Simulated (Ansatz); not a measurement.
Start from KI in the NiAs type structure (space group P6_3/mmc, No. 194; a = 4.8381 Å, c = 8.5067 Å; a hypothetical phase, not in the database extracts checked). Axes: x lies along a and z along c of the hexagonal cell.

The values are results of PBEsol in Ansatz (plane waves to 420 eV, PAW, scalar-relativistic without spin-orbit coupling), not measurements.

Modification: uniaxial strain ε_xx = +3.34 %, all other strain components held at zero; the atoms relax in the strained cell.

Task: Predict the stress tensor and what it implies for the stiffness.

Result: Stress of the strained cell less that of the base (GPa, compression positive):
```
  -0.53    0.00    0.00
   0.00   -0.30    0.00
   0.00    0.00   -0.25
```

Then −Δσ_ii/ε with ε = 0.0334 gives secant stiffness values (nonlinear terms included at this strain): C11 ≈ 16 GPa and C12 ≈ 8.8 GPa.

Stability against distortions was not tested.

Ansatz is an electronic-structure program.
